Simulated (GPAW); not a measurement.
GPAW run on Al3Cu (P4/mmm, 4 atoms in the cell): self-consistent single point.

Level of theory: PBEsol, GPAW PAW datasets PBEsol (made by gpaw-setup) (plane waves; GPAW 25.7.0).

```yaml
crystal:
  lattice:
    - [2.79897, 0.00000, 0.00000]
    - [0.00000, 2.79897, 0.00000]
    - [0.00000, 0.00000, 7.56900]
  atoms:
    - { symbol: Al, position: [0.00000, 0.00000, 0.50000] }
    - { symbol: Al, position: [0.50000, 0.50000, 0.22612] }
    - { symbol: Al, position: [0.50000, 0.50000, 0.77388] }
    - { symbol: Cu, position: [0.00000, 0.00000, 0.00000] }
```

Reference input (self-consistent single point, DFT LDA (Perdew-Wang 92), plane waves, GPAW PAW datasets LDA (gpaw-data 1.0.1)): mode = pw; ecut = 850 eV; xc = LDA; kpts = 15 15 6; mesh shift (steps) = 0 0 0; occupations.name = fermi-dirac; occupations.width = 0.1 eV; nbands = -10; convergence.density = 1e-05 e/electron; symmetry.symmorphic = false; symmetry.tolerance = 0.0005; maxiter = 100. This run's input differs from it in these lines:

```diff
@@ -15,3 +15,3 @@
 calc = GPAW(mode=PW(850),
-            xc='LDA',
+            xc='PBEsol',
             kpts={'size': (15, 15, 6), 'gamma': True},
```

Its files differ too (potentials: GPAW PAW datasets PBEsol (made by gpaw-setup)).

The program printed (abridged):

```
     iter     time        total  log10-change:
                         energy   eigst   dens
iter:   1 --:--:--   -20.486415
iter:   2 --:--:--   -17.424058   -1.27  -0.88
iter:   3 --:--:--   -17.137301   -1.88  -1.11
iter:   4 --:--:--   -17.193022   -1.12  -1.17
iter:   5 --:--:--   -17.099700   -2.84  -1.49
iter:   6 --:--:--   -18.588937   -0.74  -1.45
iter:   7 --:--:--   -16.966714   -1.20  -1.18
iter:   8 --:--:--   -16.910626   -1.94  -1.98
iter:   9 --:--:--   -16.909588   -4.54  -2.51
iter:  10 --:--:--   -16.918166c  -2.90  -2.57
iter:  11 --:--:--   -16.909468c  -3.25  -2.44
iter:  12 --:--:--   -16.909394c  -4.87  -3.02
   [... lines left out ...]
iter:  14 --:--:--   -16.909331c  -4.81  -3.02
iter:  15 --:--:--   -16.909385c  -5.03  -3.22
iter:  16 --:--:--   -16.909314c  -5.53  -3.33
iter:  17 --:--:--   -16.909314c  -6.11  -3.57
iter:  18 --:--:--   -16.909314c  -7.83c -3.69
iter:  19 --:--:--   -16.909308c  -6.52  -3.75
iter:  20 --:--:--   -16.909308c  -8.16c -4.22
iter:  21 --:--:--   -16.909309c  -8.49c -4.36
iter:  22 --:--:--   -16.909309c  -8.91c -4.45
iter:  23 --:--:--   -16.909309c  -7.79c -4.51
iter:  24 --:--:--   -16.909309c  -9.58c -4.83
iter:  25 --:--:--   -16.909309c  -9.13c -4.86
iter:  26 --:--:--   -16.909309c  -9.31c -5.07c
Converged after 26 iterations.

Dipole moment: (-0.000000, -0.000000, -0.000000) |e|*Ang

Energy contributions relative to reference atoms: (reference = -64754.863671)

Kinetic:         -3.572696
Potential:       +6.589447
External:        +0.000000
XC:             -19.984949
Entropy (-ST):   -0.042701
Local:           +0.080240
SIC:             +0.000000
--------------------------
Free energy:    -16.930660
Extrapolated:   -16.909309

Showing only first 2 kpts
 Kpt  Band  Eigenvalues  Occupancy
  0     8      5.98311    2.00000
  0     9      8.33378    0.00180
  0    10     13.90285    0.00000
  0    11     14.11230    0.00000

  1     8      5.33333    2.00000
  1     9      9.17776    0.00000
  1    10     14.18014    0.00000
  1    11     14.18014    0.00000

Fermi level: 7.63245

No gap
No difference between direct/indirect transitions
Energy (eV): -16.909309

Forces in eV/Ang:
  0 Al   -0.00000    0.00000    0.00000
  1 Al    0.00000    0.00000   -0.17214
  2 Al    0.00000    0.00000    0.17214
  3 Cu   -0.00000    0.00000    0.00000

Stress tensor:
     0.006752     0.000000     0.000000
     0.000000     0.006752     0.000000
     0.000000     0.000000     0.002984
Stress (GPa, Voigt): [1.0818 1.0818 0.4781 0.     0.     0.    ]
```

The run converged in 26 iterations. GPAW prints stress with tension positive. Against the reference run the pressure goes from -3.89 to -0.88 GPa and the largest force goes from 0.296 to 0.172 eV/Å.

The starting cell comes from a database of computed structures (which also holds hypothetical and non-ambient phases and stackings), without a prior relaxation at this level. Its lattice was rescaled by a random factor within 2.5 % of one. Spin polarisation is off.

Cost on one core of a shared machine: roughly 3 min.
